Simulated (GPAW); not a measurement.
Band structure of GaN (F-43m, 2 atoms in the cell).

```yaml
crystal:
  lattice:
    - [0.00000, 2.30195, 2.30195]
    - [2.30195, 0.00000, 2.30195]
    - [2.30195, 2.30195, 0.00000]
  atoms:
    - { symbol: Ga, position: [0.00000, 0.00000, 0.00000] }
    - { symbol: N, position: [0.75000, 0.75000, 0.75000] }
```

Method of the run: PBE, GPAW PAW datasets PBE (gpaw-data 1.0.1) (plane waves; GPAW 25.7.0).

Settings: mode = pw; ecut = 950 eV; xc = PBE; kpts = 6 6 6; mesh shift (steps) = 0 0 0; occupations.name = fermi-dirac; occupations.width = 0 eV; nbands = -8; convergence.density = 1e-05 e/electron; convergence.bands = -6; symmetry.symmorphic = false; symmetry.tolerance = 0.0005; maxiter = 150; bandpath_npoints = 40.

The starting cell comes from a database of computed structures (which also holds hypothetical and non-ambient phases and stackings), without a prior relaxation at this level. Its lattice was rescaled by a random factor within 2.5 % of one.

Q: Predict the gap along the standard path and the places of the band edges.

A: The gap along the path is 1.41 eV, direct at Γ to within 0.01 eV.

Levels in eV from the top of the valence band on the SCF mesh, bands 1 to 8:
| point | 1 | 2 | 3 | 4 | 5 | 6 | 7 | 8 |
|---|---|---|---|---|---|---|---|---|
| Γ | -15.34 | 0.00 | 0.00 | 0.00 | 1.41 | 9.98 | 9.98 | 9.98 |
| X | -12.63 | -5.90 | -2.44 | -2.44 | 3.36 | 6.35 | 11.33 | 13.32 |
| W | -12.55 | -5.41 | -3.46 | -3.28 | 6.16 | 7.86 | 9.84 | 10.87 |
| K | -12.63 | -5.58 | -3.92 | -1.97 | 4.94 | 7.45 | 10.69 | 12.34 |
| L | -13.29 | -6.59 | -0.88 | -0.88 | 4.29 | 8.48 | 10.07 | 10.07 |
| U | -12.63 | -5.58 | -3.92 | -1.97 | 4.94 | 7.45 | 10.69 | 12.34 |
